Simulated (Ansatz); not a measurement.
**bcc Ta (1 1 1) on corundum (0 0 1) (film strained to the substrate, started from cuts of the bulks and a machine-learned relaxation; slabs Al12O18 and Ta10, which can lie off the formulas)**

A periodic stack without vacuum, bcc Ta (1 1 1) on corundum (0 0 1) (film strained to the substrate, started from cuts of the bulks and a machine-learned relaxation; slabs Al12O18 and Ta10, which can lie off the formulas): substrate slab Al12O18, film Ta10, surface cells [[1, 0], [0, 1]] and [[0, -1], [1, 0]], film strained by +2.4 and +2.4 %, outermost planes Al/Al and Ta/Ta as cut, which need not be the usual terminations and can put a slab off its formula.

The start was prepared with a machine-learned potential, and the result is one local minimum, with the in-plane cell held and forces under 0.04 eV/Å; the film can end far from its bulk form.

Computed with PBE (plane waves to 420 eV, PAW; Ansatz, a program for electronic structure). No spin–orbit coupling; the runs are not spin-polarised; PBE gaps are too small against experiment. Its k-point mesh 6×6×1, Fermi–Dirac width 0.05 eV.

The interface area is 20.0 Å², the period is 22.76 Å and the heights between the nearest atoms of the two slabs at the two interfaces comes out as 0.96 and 0.96 Å. The Al–Ta contacts across the interfaces within 1.22 times the sum of covalent radii is 16, mean 3.09 Å and the O–Ta contacts across the interfaces within 1.22 times the sum of covalent radii is 6, mean 2.31 Å.

```yaml
crystal:
  lattice:
    - [4.80137, 0.00464, 0.26631]
    - [-2.39614, 4.15932, -0.28800]
    - [3.51105, -1.90555, 23.07827]
  atoms:
    - { symbol: Al, position: [0.02547, 0.96099, 0.10558] }
    - { symbol: Al, position: [0.75338, 0.23304, 0.01339] }
    - { symbol: Al, position: [0.37064, 0.61591, 0.08783] }
    - { symbol: Al, position: [0.64134, 0.34516, 0.18224] }
    - { symbol: O, position: [0.75041, 0.91849, 0.04906] }
    - { symbol: O, position: [0.37071, 0.23627, 0.04901] }
    - { symbol: O, position: [0.64028, 0.65451, 0.14500] }
    - { symbol: O, position: [0.33200, 0.96072, 0.14500] }
    - { symbol: O, position: [0.02587, 0.34624, 0.14501] }
    - { symbol: O, position: [0.06806, 0.61584, 0.04905] }
    - { symbol: Al, position: [0.56300, 0.42331, 0.30018] }
    - { symbol: Al, position: [0.29325, 0.69312, 0.20435] }
    - { symbol: Al, position: [0.91086, 0.07545, 0.27832] }
    - { symbol: Al, position: [0.18062, 0.80565, 0.37414] }
    - { symbol: O, position: [0.29615, 0.38445, 0.24125] }
    - { symbol: O, position: [0.90829, 0.69021, 0.24123] }
    - { symbol: O, position: [0.17772, 0.11430, 0.33723] }
    - { symbol: O, position: [0.87193, 0.42071, 0.33725] }
    - { symbol: O, position: [0.56557, 0.80855, 0.33725] }
    - { symbol: O, position: [0.60194, 0.07805, 0.24123] }
    - { symbol: Al, position: [0.10322, 0.88287, 0.49066] }
    - { symbol: Al, position: [0.83252, 0.15362, 0.39626] }
    - { symbol: Al, position: [0.44841, 0.53779, 0.47291] }
    - { symbol: Al, position: [0.72047, 0.26574, 0.56510] }
    - { symbol: O, position: [0.83357, 0.84424, 0.43347] }
    - { symbol: O, position: [0.44800, 0.15254, 0.43347] }
    - { symbol: O, position: [0.72343, 0.58023, 0.52940] }
    - { symbol: O, position: [0.40585, 0.88294, 0.52943] }
    - { symbol: O, position: [0.10314, 0.26251, 0.52946] }
    - { symbol: O, position: [0.14189, 0.53806, 0.43347] }
    - { symbol: Ta, position: [0.99687, 0.98911, 0.64984] }
    - { symbol: Ta, position: [0.35907, 0.62722, 0.60711] }
    - { symbol: Ta, position: [0.27825, 0.70800, 0.72764] }
    - { symbol: Ta, position: [0.64033, 0.34592, 0.68472] }
    - { symbol: Ta, position: [0.55649, 0.42966, 0.80959] }
    - { symbol: Ta, position: [0.91719, 0.06922, 0.76891] }
    - { symbol: Ta, position: [0.83342, 0.15293, 0.89377] }
    - { symbol: Ta, position: [0.19547, 0.79085, 0.85085] }
    - { symbol: Ta, position: [0.11478, 0.87158, 0.97137] }
    - { symbol: Ta, position: [0.47691, 0.50975, 0.92866] }
```
